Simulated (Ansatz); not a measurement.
# Pt on the 1x1 (0001) surface of corundum (cut with top plane Al), one in a 1x1 cell, started at the site 'top Al'

Host crystal: corundum, with a band gap (PBE, scalar-relativistic without spin-orbit coupling).

Calculation: PBE (plane waves to 420 eV, PAW; Ansatz, an electronic-structure program).

Slab: 21 atoms, 6.7 Å thick at the start under the adsorbate (thin: gaps and levels are the slab's own); k 6x6x1, smearing 0.01 eV, dipole-corrected; 9 atoms held, the rest relaxed; symmetry of the start imposed; spin-polarised, ending with about 0.4 μB a cell, a value that depends on the mesh; orders that need a larger cell were not tried, no spin-orbit, no U, no dispersion correction. The slab shows no gap over 0.04 eV on its mesh. At the end it is bonded to Al. In PBE this state lies 1.17 eV over the lowest of the starts that converged ('hollow Al-O-O-O over O at depth 2.3 Å').

adsorption energy against an atom of fcc Pt: 4.53 eV
work function of the top face: 5.45 eV
change of the step from the bottom to the top vacuum level, against the clean slab: -0.86 eV
energy released by relaxation: 0.33 eV
height of the binding atom over the mean of the host atoms within 0.3 Å of the top one: 2.407 Å
nearest host atoms of the binding atom: Al at 2.41 Å, O at 3.35 Å, O at 3.35 Å
largest move of a host atom: 0.37 Å
caution: the clean host was not checked against rearrangement in a larger or rattled cell
cost: around 7 core-minutes (rough)

A negative adsorption energy means that the adsorbate is more stable on the surface than in its reference.
